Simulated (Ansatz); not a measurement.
The parent structure is MoSe$_{2}$ in the 2H-MoS2 type structure (space group P6_3/mmc, No. 194; layered, stacked along the Cartesian z axis).

```
MoSe2
1.0
    3.27711     0.00000     0.00000
   -1.63855     2.83806     0.00000
    0.00000     0.00000    12.73180
Mo Se
2 4
Direct
  0.33333   0.66667   0.25000
  0.66667   0.33333   0.75000
  0.33333   0.66667   0.61852
  0.66667   0.33333   0.11852
  0.66667   0.33333   0.38148
  0.33333   0.66667   0.88148
```

Level of theory: Kohn–Sham DFT with the PBE-D3(BJ) functional, run in Ansatz (a program for electronic structure) with PAW and 420 eV plane waves, spin-orbit coupling left out.

For the base:

```
Item                             Value
-----------------------------  -------
In-plane lattice parameter a   3.277 Å
Shortest interatomic distance  2.526 Å
Band gap                       0.74 eV
```

One thing is altered: a free-standing slab of 1 layer (3 atoms, 3 a layer) is cut normal to the stacking axis, with 15 Å of vacuum and the in-plane cell relaxed.

Question: Estimate the effect on the in-plane lattice parameter a, shortest interatomic distance and band gap.

Answer: The in-plane lattice parameter a grows by 0.005 Å, from 3.277 Å to 3.282 Å; the shortest interatomic distance grows by 0.003 Å (2.526 Å → 2.529 Å); the band gap increases by 0.81 eV (0.74 eV → 1.55 eV).

Stability against distortions was not tested.
